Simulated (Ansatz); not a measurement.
**Effect of Mo → Te on MoS2**

The reference is MoS2 in the 2H-MoS2 type structure (space group P6_3/mmc, No. 194; a = 3.173 Å, c = 12.437 Å; layered, stacked along the Cartesian z axis).

It is then changed as follows: full substitution Mo → Te, then cell and atoms are relaxed.

Computed with r2SCAN+rVV10, PAW, 500 eV (Ansatz, a program for electronic structure; no spin-orbit coupling), earlier PAW set. k-mesh 10×10×3 (Γ-centred); smearing 0.05 eV (Fermi–Dirac), for the changed cell.

```json
[
 {"quantity": "volume per atom", "base": "18.08 Å³", "changed": "24.69 Å³", "shift": "+6.61 Å³"},
 {"quantity": "density", "base": "4.90 g/cm³", "changed": "4.30 g/cm³", "shift": "-0.60 g/cm³"},
 {"quantity": "lattice parameter a", "base": "5.996 bohr", "changed": "6.957 bohr", "shift": "+0.9601 bohr"},
 {"quantity": "c/a ratio", "base": "3.919", "changed": "3.428", "shift": "-0.491"},
 {"quantity": "space group", "base": "P6_3/mmc (No. 194)", "changed": "P6_3/mmc (No. 194)", "shift": "–"},
 {"quantity": "shortest interatomic distance", "base": "4.542 bohr", "changed": "5.141 bohr", "shift": "+0.599 bohr"},
 {"quantity": "band gap", "base": "1.01 eV", "changed": "0.51 eV", "shift": "-0.50 eV"},
 {"quantity": "gap character", "base": "indirect, Γ → K–Γ (47 % along)", "changed": "indirect, K–Γ (53 % along) → K", "shift": "–"},
 {"quantity": "width of the top valence band", "base": "1.68 eV", "changed": "1.25 eV", "shift": "-0.43 eV"},
 {"quantity": "electron mass", "base": "–", "changed": "0.41 mₑ along c, 0.53 mₑ across (at K)", "shift": "–"}
]
```

Final structure:

```
TeS2
1.0
    3.68127     0.00000     0.00000
   -1.84064     3.18807     0.00000
    0.00000     0.00000    12.62114
Te S
2 4
Direct
  0.33333   0.66667   0.25000
  0.66667   0.33333   0.75000
  0.33333   0.66667   0.61545
  0.66667   0.33333   0.11545
  0.66667   0.33333   0.38455
  0.33333   0.66667   0.88455
```

Spin-orbit coupling, missing from the scalar runs, can matter with Te. Effective masses come from finite differences of ±0.01 Å⁻¹. Stability against distortions was not tested. As relaxed here, TeS2 is a hypothetical phase, not in the database extracts checked.
